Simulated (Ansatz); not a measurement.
The starting structures come from a database of crystals and need not be the phases stable at ambient conditions.

 Where the default PAW files enter, the runs use the earlier of Ansatz's two default sets.

By PBEsol, the system below comes out a metal.

The ballistic (Sharvin) conductance counts the channels at the Fermi level: G/A = (e²/h) × channels of both spins per area.

```
Au
1.0
    2.82262     0.00000     0.00000
    0.00000     4.89317     0.00000
    1.41131     0.00000     2.47926
Au
2
Cartesian
  2.82262   1.22329   1.65947
  1.41131   3.66988   0.81979
```

Space group of this cell: Cmcm. The cell is strained (lengths along the current scaled by 0.97, ions clamped); by PBEsol its mean pressure is -0.6 GPa.

The current flows along the normal of the first two printed cell vectors. No spin-orbit coupling; the value is a mean over 0.1 eV about the Fermi level.

Question: Compute, with PBEsol run with Ansatz (a program for electronic structure), the ballistic conductance per area.

Answer: 0.87 × 10¹⁵ S/m² for both spins.
